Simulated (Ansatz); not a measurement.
**MgS, pressure series**

The parent structure is MgS in the rock salt structure (space group Fm-3m, No. 225; a = 5.2297 Å).

Cell and atoms are relaxed at each pressure.

Method: Ansatz (a first-principles code), PBE, PAW, cutoff 420 eV, spin-orbit coupling left out.

| change | band gap | shortest interatomic distance |
|---|---|---|
| base | 2.76 eV | 2.615 Å |
| pressure −2 GPa | 2.70 eV | 2.640 Å |
| pressure −1 GPa | 2.73 eV | 2.627 Å |
| pressure 0.9 GPa | 2.78 eV | 2.605 Å |
| pressure 2.1 GPa | … | 2.592 Å |
| pressure 4.5 GPa | 2.87 eV | 2.568 Å |
| pressure 9 GPa | 2.96 eV | 2.530 Å |
| pressure 15 GPa | 3.06 eV | 2.488 Å |
| pressure 22.5 GPa | 3.16 eV | 2.445 Å |
| pressure 30 GPa | … | 2.409 Å |

### Question
Some entries are withheld; estimate them.

### Answer

- pressure 2.1 GPa, band gap: 2.81 eV
- pressure 30 GPa, band gap: 3.24 eV

Load acts through the strain it causes; cell and atoms are relaxed under it. Stability against distortions was not tested. Competing high-pressure phases were not computed.
